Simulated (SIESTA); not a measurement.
Worked example: self-consistent single point of CsHO (Cm, 6 atoms in the cell) in SIESTA.

Method of the run: LDA PW92, numerical atomic orbitals DZP, PseudoDojo LDA standard norm-conserving potentials (rewritten from UPF to PSML) in SIESTA 5.4.2.

The change in words: 1 x 1 x 1 supercell, one H atom moved by 0.02 angstrom along z; ElectronicTemperature: 10 K → 580.23 K. Reference geometry:
```yaml
crystal:
  lattice:
    - [2.15466, -5.67426, 0.00000]
    - [2.15466, 5.67426, 0.00000]
    - [0.00000, 0.00000, 4.49076]
  atoms:
    - { symbol: Cs, position: [0.86163, 0.13837, 0.73669] }
    - { symbol: Cs, position: [0.13837, 0.86163, 0.23669] }
    - { symbol: H, position: [0.53301, 0.46699, 0.60760] }
    - { symbol: H, position: [0.46699, 0.53301, 0.10760] }
    - { symbol: O, position: [0.59166, 0.40834, 0.76542] }
    - { symbol: O, position: [0.40834, 0.59166, 0.26542] }
```

Reference input (self-consistent single point, DFT, LDA PW92, numerical atomic orbitals DZP, PseudoDojo LDA standard norm-conserving potentials (rewritten from UPF to PSML)): XC.functional = LDA; XC.authors = PW92; potentials = PseudoDojo LDA standard; PAO.BasisSize = DZP; PAO.EnergyShift = 0.01 Ry; MeshCutoff = 300 Ry; kgrid.MonkhorstPack = 6 6 6; OccupationFunction = FD; ElectronicTemperature = 10 K; MaxSCFIterations = 150; SCF.Mixer.Method = Pulay; SCF.Mixer.Weight = 0.2. This run's input differs from it in these lines:

```diff
@@ -21,3 +21,3 @@
      2.154662000    4.103966011    1.062917274  1
-     2.154662000   -0.374614711    2.728583953  2
+     2.154662000   -0.374614711    2.748585785  2
      2.154662000    0.374614711    0.483205453  2
@@ -38,3 +38,3 @@
 OccupationFunction           FD
-ElectronicTemperature        10 K
+ElectronicTemperature        580.23 K
```

Log, with long lists cut:

```
        iscf     Eharris(eV)        E_KS(eV)     FreeEng(eV)     dDmax    Ef(eV) dHmax(eV)
   scf:    1    -2185.379821    -2199.744743    -2199.744743  0.703819 -5.633990 11.980310
   scf:    2    -2206.934315    -2203.830100    -2203.830100  0.181891 -5.382345  5.709434
   scf:    3    -2205.146316    -2205.019249    -2205.019249  0.224146 -4.351379  0.773965
   scf:    4    -2204.969228    -2205.071304    -2205.071304  0.075656 -4.619421  1.217688
   scf:    5    -2205.040407    -2205.107559    -2205.107559  0.090252 -4.862089  0.732667
   [... 4 lines left out ...]
   scf:   10    -2205.131398    -2205.131398    -2205.131398  0.000100 -4.795189  0.000301
   scf:   11    -2205.131398    -2205.131398    -2205.131398  0.000066 -4.795104  0.000148
   scf:   12    -2205.131398    -2205.131398    -2205.131398  0.000020 -4.794991  0.000017
   scf:   13    -2205.131398    -2205.131398    -2205.131398  0.000001 -4.794992  0.000011
SCF Convergence by DM+H criterion
max |DM_out - DM_in|         :     0.0000014085
max |H_out - H_in|      (eV) :     0.0000107398
SCF cycle converged after 13 iterations

Using DM_out to compute the final energy and forces

siesta: E_KS(eV) =            -2205.1314

siesta: E_KS - E_eggbox =     -2205.1314

siesta: Atomic forces (eV/Ang):
     1    0.000000   -0.287141    0.087806
     2    0.000000    0.293791    0.096569
     3   -0.000000    1.296286   -1.516857
     4   -0.000000   -0.814108   -0.963844
     5    0.000000   -1.126162    1.418799
     6    0.000000    0.637958    0.878284
   Tot    0.000000    0.000624    0.000756
   Max    1.516857
   Res    0.753451    sqrt( Sum f_i^2 / 3N )
   Max    1.516857    constrained

   [... lines left out ...]
siesta: FreeEng =     -2205.131398
   [... lines left out ...]
siesta:     0.012155    0.000000    0.000000
siesta:    -0.000000   -0.008365    0.003335
siesta:     0.000000    0.003335   -0.011982

siesta: Cell volume =        109.809019 Ang**3

siesta: Pressure (static):
siesta:                Solid            Molecule  Units
siesta:           0.00002974         -0.00013917  Ry/Bohr**3
siesta:           0.00273066         -0.01277795  eV/Ang**3
siesta:           4.37499447        -20.47252546  kBar
```

The run converged in 13 iterations. Against the reference run the free energy goes up by 4.2 meV/atom, the pressure goes from 0.09 to 0.44 GPa, the largest force goes from 1.276 to 1.995 eV/Å and the gap on the mesh hardly changes (2.727 to 2.737 eV).

The starting cell comes from a database of computed structures (which also holds hypothetical and non-ambient phases and stackings), without a prior relaxation at this level. Its lattice was rescaled by up to half a per cent. For this run, on top of that: 1 x 1 x 1 supercell, one H atom moved by 0.02 angstrom along z. Values carry the incompleteness of an atom-centred basis. The basis of the alkali or alkaline-earth atoms may lack their empty d shell, which can raise the gap. Forces in this geometry exceed 1 eV/Å.

Cost on one core of a shared machine: roughly 50 s.
